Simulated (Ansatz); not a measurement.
Take NbGa3 (space group I4/mmm, No. 139; relaxed with 0.1 eV smearing) as the base.

```
CELL_PARAMETERS angstrom
     -1.88664     1.88664     4.33989
      1.88664    -1.88664     4.33989
      1.88664     1.88664    -4.33989
ATOMIC_POSITIONS crystal
  Nb 0.00000 0.00000 0.00000
  Ga 0.50000 0.50000 0.00000
  Ga 0.75000 0.25000 0.50000
  Ga 0.25000 0.75000 0.50000
```

Cartesian axes are those of the cell as printed.

Method: Ansatz (a quantum-chemistry and plane-wave program), PBEsol, PAW, cutoff 420 eV, no spin-orbit coupling.

Before the change:

| Item | Result |
|---|---|
| Shortest interatomic distance | 5.042 bohr |
| Band gap | zero |

It is then changed as follows: the symmetric strain tensor [-0.0128 -0.0062 -0.0101; -0.0062 -0.0027 -0.0142; -0.0101 -0.0142 0.0188], atoms relaxed at fixed cell.

Problem. How does this affect the energy relative to the base, stress, shortest interatomic distance and band gap?

Solution. The energy grows by 11 meV/atom; the stress (xx, yy, zz, yz, xz, xy; compression positive) comes out as (2.8, 1.4, -3.7, 2.3, 1.7, 1.7) GPa; the shortest interatomic distance decreases by 0.074 bohr, from 5.042 bohr to 4.968 bohr; the band gap is still zero.

No phonon test of stability was made. All final runs are without spin polarisation.
